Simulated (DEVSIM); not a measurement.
System: Schottky contact on n-type Si, at 250 K.

Layer 1 from the left is Si, thickness (μm) 3.30, Nd (cm⁻³) 7.8e16, τn (s) 0.00018, τp (s) 0.00018.

Left contact: Schottky, work function 4.56 eV, emission velocity 7.7e6 cm/s. Right contact: ohmic. Voltage is applied to the left contact. Recombination: SRH at mid-gap, radiative, Auger. Mobility is μmin + (μ − μmin)/(1 + (N/Nref)^α).

Constants are typed, rounded textbook-type inputs, not results; the design itself was drawn at random and stands for no fabricated device. Values at 300 K; Nc and Nv go as T^1.5, mobilities as T to minus their exponent, the gap by Varshni's rule with the affinity fixed.

Si: gap (eV) 1.124, affinity (eV) 4.05, permittivity 11.7, Nc (cm⁻³) 2.86e19, Nv (cm⁻³) 3.1e19, μn (cm²/Vs) 1417, μp (cm²/Vs) 470, μn,min 52, μp,min 45, Nref,n 9.7e16, Nref,p 2.2e17, αn 0.68, αp 0.72, T exponent of μn 2.3, T exponent of μp 2.2, B (cm³/s) 4.7e-15, Cn (cm⁶/s) 2.8e-31, Cp (cm⁶/s) 9.9e-32, Varshni α (eV/K) 0.000473, Varshni β (K) 636.

Problem. Estimate by hand the built-in potential, the peak field at zero bias, the capacitance at -0.75 V, and compare with a numerical solution.

Solution. 
- Built-in potential: barrier φB = 0.510 eV; Vbi = φB − kT/q ln(N_band/N) = 0.389 V; numerical 0.389 V.
- Peak field at zero bias: depletion approximation: W = √(2εVbi/(qN)) = 0.0803 μm with N = 7.80e16 cm⁻³; field = 2Vbi/W = 96800 V/cm; numerical 93500 V/cm (estimate above by 3.5 %).
- Capacitance at -0.75 V: C = √(qεN / 2(Vbi + |V|)) = 75.4 nF/cm²; numerical 76.1 nF/cm² (estimate below by 0.93 %).

Simulated with DEVSIM: 1D drift-diffusion, Boltzmann statistics, complete ionisation; no tunnelling, impact ionisation, image-force lowering or self-heating. Metal contacts follow the ideal Schottky-Mott rule: no Fermi-level pinning, no interface dipoles.
